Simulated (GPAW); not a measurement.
A self-consistent single point of MnO (Fm-3m, 4 atoms in the cell) with GPAW.

Method of the run: PBE, GPAW PAW datasets PBE (gpaw-data 1.0.1) (plane waves; GPAW).

The change in words: lattice scaled by 0.98. Reference geometry:
```
MnO
1.0
    4.39560     2.19780     2.19780
    2.19780     4.39560     2.19780
    2.19780     2.19780     4.39560
Mn O
2 2
Direct
  0.00000   0.00000   0.00000
  0.50000   0.50000   0.50000
  0.25000   0.25000   0.25000
  0.75000   0.75000   0.75000
```
Moments meant for the start (each program seeds them in its own way; μB, in the order of the atoms Mn Mn O O): 5.0 -5.0 0.0 0.0.

Reference input (self-consistent single point, DFT PBE, plane waves, GPAW PAW datasets PBE (gpaw-data 1.0.1)): spinpol = true; mode = pw; ecut = 950 eV; xc = PBE; kpts = 7 7 7; mesh shift (steps) = 0 0 0; occupations.name = fermi-dirac; occupations.width = 0.01 eV; nbands = -4; convergence.forces = 0.001 eV/Å; convergence.bands = -2; symmetry.symmorphic = false. This run's input differs from it in these lines:

```diff
@@ -5,9 +5,9 @@
 atoms = Atoms(['Mn', 'Mn', 'O', 'O'],
-              cell=[[4.395600, 2.197800, 2.197800],
-                    [2.197800, 4.395600, 2.197800],
-                    [2.197800, 2.197800, 4.395600]],
+              cell=[[4.307688, 2.153844, 2.153844],
+                    [2.153844, 4.307688, 2.153844],
+                    [2.153844, 2.153844, 4.307688]],
               positions=[[0.000000, 0.000000, 0.000000],
-                         [4.395600, 4.395600, 4.395600],
-                         [2.197800, 2.197800, 2.197800],
-                         [6.593400, 6.593400, 6.593400]],
+                         [4.307688, 4.307688, 4.307688],
+                         [2.153844, 2.153844, 2.153844],
+                         [6.461532, 6.461532, 6.461532]],
               pbc=True)
```

Output (repeated stretches shortened):

```
     iter     time        total  log10-change:         magmom
                         energy   eigst   dens  force
iter:   1 --:--:--   -35.954805   +0.65                  +0.0000
iter:   2 --:--:--   -35.593292   -0.31  -1.15           -0.0000
iter:   3 --:--:--   -34.465746   -0.48  -1.20           +0.0000
iter:   4 --:--:--   -34.530070   -0.61  -1.48           +0.0000
iter:   5 --:--:--   -34.555373   -0.64  -1.72           +0.0000
iter:   6 --:--:--   -34.672538   -1.12  -2.03           +0.0000
iter:   7 --:--:--   -34.628179   -1.69  -1.81           +0.0000
iter:   8 --:--:--   -34.405430   -0.95  -1.89           +0.0000
   [... lines left out ...]
iter:  32 --:--:--   -34.421748c  -5.43  -3.89           +0.0000
iter:  33 --:--:--   -34.421754c  -5.01  -4.43c          +0.0000
iter:  34 --:--:--   -34.421767c  -4.73  -4.13c          +0.0000
iter:  35 --:--:--   -34.421749c  -5.70  -4.00           +0.0000
iter:  36 --:--:--   -34.421748c  -5.86  -4.55c          +0.0000
iter:  37 --:--:--   -34.421748c  -6.77  -5.25c          +0.0000
iter:  38 --:--:--   -34.421748c  -7.55c -5.20c          +0.0000
iter:  39 --:--:--   -34.421748c  -7.11  -5.21c          +0.0000
iter:  40 --:--:--   -34.421748c  -7.77c -5.20c -10.85c   +0.0000
Converged after 40 iterations.

Dipole moment: (0.000000, 0.000000, 0.000000) |e|*Ang

Total magnetic moment: (0.000000, 0.000000, 0.000000)
Local magnetic moments:
   0 Mn ( 0.000000,  0.000000,  4.155953)
   1 Mn ( 0.000000,  0.000000, -4.155953)
   2 O  ( 0.000000,  0.000000, -0.000000)
   3 O  ( 0.000000,  0.000000, -0.000000)

Energy contributions relative to reference atoms: (reference = -67109.880748)

Kinetic:        +60.891376
Potential:      -51.435977
External:        +0.000000
XC:             -44.480656
Entropy (-ST):   -0.000000
Local:           +0.603509
SIC:             +0.000000
--------------------------
Free energy:    -34.421748
Extrapolated:   -34.421748

Spin contamination: 4.418534 electrons
Showing only first 2 kpts
                      Up                     Down
   [... lines left out ...]
Fermi level: 9.46616
Gap: 0.973 eV
Direct gap: 1.002 eV
   [... lines left out ...]
Energy (eV): -34.421748

Forces in eV/Ang:
  0 Mn   -0.00000   -0.00000   -0.00000
  1 Mn   -0.00000   -0.00000   -0.00000
  2 O     0.00000    0.00000    0.00000
  3 O    -0.00000   -0.00000   -0.00000

Stress tensor:
    -0.119243     0.017334     0.017334
     0.017334    -0.119243     0.017334
     0.017334     0.017334    -0.119243
Stress (GPa, Voigt): [-19.1048 -19.1048 -19.1048   2.7772   2.7772   2.7772]
```

The run converged in 40 iterations. GPAW prints stress with tension positive. Against the reference run the free energy goes up by 49.2 meV/atom and the gap on the mesh goes from 0.902 to 0.973 eV.

At such cutoffs GPAW's stress carries a finite-basis (Pulay) error, which enters relaxed cells too; its log prints stress with tension positive.

The starting cell has typed, rounded lattice constants, without a prior relaxation at this level. Its lattice was rescaled by a random factor within 2.5 % of one. For this run, on top of that: lattice scaled by 0.98. The magnetic order is the one reached from the typed start; others were not searched systematically.

Cost on one core of a shared machine: roughly 6 min.
